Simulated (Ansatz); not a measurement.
The starting structures come from a database of crystals and need not be the phases stable at ambient conditions.

The decay constant κ of evanescent states in the gap governs leakage through a thin film.

```yaml
crystal:
  lattice:
    - [4.78800, 0.00000, 0.00000]
    - [0.00000, 4.86658, 0.00000]
    - [0.00000, 0.00000, 3.24090]
  atoms:
    - { symbol: Sn, position: [0.50000, 0.50000, 0.50000] }
    - { symbol: Sn, position: [0.00000, 0.00000, 0.00000] }
    - { symbol: O, position: [0.70815, 0.67896, 0.00000] }
    - { symbol: O, position: [0.29185, 0.32104, 0.00000] }
    - { symbol: O, position: [0.20815, 0.82104, 0.50000] }
    - { symbol: O, position: [0.79185, 0.17896, 0.50000] }
```

The cell is taken as given; by r2SCAN it stands under a pressure of -8.2 GPa.

Transport runs along the normal of the first two printed cell vectors.

No gap correction and no spin-orbit coupling; mid-gap is the computed energy nearest the middle.

Q: Give the band gap and the smallest decay constant κ at mid-gap that r2SCAN run with Ansatz (a first-principles code) yields.

A: Gap 1.40 eV on a 6×6×10 mesh; κ = 0.167 1/Å, at the zone centre.
